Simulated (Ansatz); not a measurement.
Start from Ir in the fcc (Cu type) structure (space group Fm-3m, No. 225; relaxed with 0.1 eV smearing).

```cif
data_Ir4
_chemical_formula_sum 'Ir4'
_space_group_name_H-M_alt 'Fm-3m'
_space_group_IT_number 225
_space_group_name_Hall '-F 4 2 3'
_cell_length_a 3.83110
_cell_length_b 3.83110
_cell_length_c 3.83110
_cell_angle_alpha 90.000
_cell_angle_beta 90.000
_cell_angle_gamma 90.000
loop_
_atom_site_label
_atom_site_type_symbol
_atom_site_symmetry_multiplicity
_atom_site_Wyckoff_symbol
_atom_site_fract_x
_atom_site_fract_y
_atom_site_fract_z
_atom_site_occupancy
Ir1 Ir 4 a 0.00000 0.00000 0.00000 1
```
(The calculation used a cell of 1 atom; values per cell refer to that cell.)

Method: PBEsol (Ansatz, a program for electronic structure, PAW, no spin-orbit coupling).

Base values:

```
Property    Value
--------  -------
Pressure  0.0 GPa
```

Now apply this change: an isotropic linear strain of +3.00 %; the atoms relax in the strained cell.

### Question
How does this affect the pressure and energy relative to the base?

### Answer
The pressure goes from zero to -27.3 GPa; the energy goes up by 121 meV/atom.

No phonon test of stability was made. The final runs are not spin-polarised.
